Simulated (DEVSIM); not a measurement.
Device: Ti/Al2O3/p-Ge capacitor, at 300 K.

```tsv
layer (left to right)	material	thickness (nm)	Na (cm⁻³)
1	Al2O3	8.50	-
2	Ge	2800	4.6e16
```

Metal gate on the left, work function 4.33 eV. Fixed charge at the semiconductor interface -6.8e11 cm⁻² (in units of +e); no interface traps.

Constants are typed, rounded textbook-type inputs, not results; the design itself was drawn at random and stands for no fabricated device. Values at 300 K; Nc and Nv go as T^1.5, mobilities as T to minus their exponent, the gap by Varshni's rule with the affinity fixed.

```
parameter         Al2O3        Ge
----------------  -----  --------
gap (eV)            6.8     0.664
affinity (eV)      1.35         4
permittivity          9        16
Nc (cm⁻³)             -   1.04e19
Nv (cm⁻³)             -      6e18
Varshni α (eV/K)      -  0.000477
Varshni β (K)         -       235
```

Simulated with DEVSIM: 1D Poisson equation in equilibrium, Boltzmann statistics, complete ionisation; no quantum confinement or tunnelling. Metal contacts follow the ideal Schottky-Mott rule: no Fermi-level pinning, no interface dipoles.

The temperature was swept, all else fixed.

```csv
temperature (K),threshold voltage (band bending 2φF) (V),minimum of the low-frequency capacitance (μF/cm²),flat-band voltage (V)
250,___,___,-0.14
300,0.40,0.122,-0.09
350,0.36,0.144,-0.04
400,0.32,0.177,0.00
450,0.27,0.233,0.05
500,0.23,0.314,0.10
```

### Question
Complete the blanks.

### Answer

- 250, threshold voltage (band bending 2φF) (V): 0.44
- 250, minimum of the low-frequency capacitance (μF/cm²): 0.107
